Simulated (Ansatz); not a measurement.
Reference: Ta2N (P-3m1), PBEsol, DFPT electron-phonon coupling, linearised Boltzmann equation (plane waves, PAW, scalar-relativistic; Ansatz, a quantum-chemistry and plane-wave program); geometry: relaxed with this functional, without spin-orbit coupling.

Space group P-3m1 (No. 164); a = 3.083 Å, b = 3.083 Å, c = 4.814 Å, α = 90.00°, β = 90.00°, γ = 120.00°

```csv
atom,site,symmetry,x,y,z
Ta,2d,3m.,0.3333,0.6667,0.2527
N,1a,-3m.,0.0000,0.0000,0.0000
```

The resistivity at 300 K is 15.3 μΩ·cm.

Q: Swap N for C, keeping the structure type. How do these values move?

A: Ta₂C (P-3m1): volume per atom 13.2 to 13.6 Å³; resistivity at 300 K stays about the same (15.3 μΩ·cm to 14.7 μΩ·cm).

Moves up to 12 % count as about the same. Metals; harmonic phonons alone scatter; means over directions. Halving the electron mesh moves these values by up to 8 %; q meshes are mostly untested. Some of the runs warned that the eigensolver left states short of its tolerance. Spin-orbit coupling is left out.

Formula and space group known from diffraction (Crystallography Open Database), not checked to be the room-temperature form: Ta2C (P-3m1). Computed structure with no diffraction record at hand here (it may be known, metastable or hypothetical): Ta2N (P-3m1). The missing spin-orbit coupling matters most for Ta2C (P-3m1), Ta2N (P-3m1).
